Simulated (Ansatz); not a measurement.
For SiSn (model structure, within 0.1 Å of Fm-3m, No. 225, 8 atoms in the cell), PBE in Ansatz (plane waves, PAW) gives:

- equilibrium volume per atom: 22.60 Å³/atom
- enthalpy of formation: 0.324 eV/atom

Task: What does PBE-D3(BJ) (PAW; Ansatz, a quantum-chemistry and plane-wave program) give for the same quantities?

Result: 
- equilibrium volume per atom: 21.73 Å³/atom (falls by 3.8 %)
- formation enthalpy: 0.297 eV/atom (decreases by 0.027 eV/atom)

Changes are worked out from the printed values.

Unless a cell is named, each level is at its own relaxed cell (PBE 22.60, PBE-D3(BJ) 21.73 Å³/atom).

Levels without +SOC leave out spin–orbit coupling, which shifts energies and cells of such heavy elements.

Ansatz's density-functional and Hartree–Fock values are scalar-relativistic unless marked +SOC, with PAW data made under PBE.

A model structure was made by putting elements into a prototype or built by hand; it is no filed structure, need not be a known phase, and can be a saddle point held by its symmetry.
